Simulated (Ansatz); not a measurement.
## Point defects in TiSi2

Take a 12-atom supercell of TiSi$_{2}$ (space group Cmcm, No. 63; a = 3.527 Å, b = 13.523 Å, c = 3.566 Å) at its relaxed geometry as the base.

One neutral defect a cell, atoms relaxed at fixed cell.

Calculations: r2SCAN (Ansatz, an electronic-structure program, PAW, no SOC), earlier PAW set.

```json
[
 {"variant": "perfect supercell", "pressure": "0.0 GPa", "largest displacement of a host atom from its site in the perfect cell": "–"},
 {"variant": "Si on a Ti site (antisite)", "pressure": "2.7 GPa", "largest displacement of a host atom from its site in the perfect cell": "1.40 Å"},
 {"variant": "H interstitial (started 1.80 Å from the nearest host atom)", "pressure": "1.9 GPa", "largest displacement of a host atom from its site in the perfect cell": "0.09 Å"},
 {"variant": "Ti vacancy, symmetric start", "pressure": "-2.3 GPa", "largest displacement of a host atom from its site in the perfect cell": "0.15 Å"},
 {"variant": "Ti interstitial (started 1.71 Å from the nearest host atom)", "pressure": "27.1 GPa", "largest displacement of a host atom from its site in the perfect cell": "0.50 Å"},
 {"variant": "Hf on a Ti site, symmetric start", "pressure": "5.2 GPa", "largest displacement of a host atom from its site in the perfect cell": "0.07 Å"}
]
```

In so small a cell the defect repeats every few ångströms: this is an ordered compound, not a dilute defect. Defects with a symmetric start kept the site's symmetry and may sit on a saddle; the others started slightly shaken. The final runs are not spin-polarised.
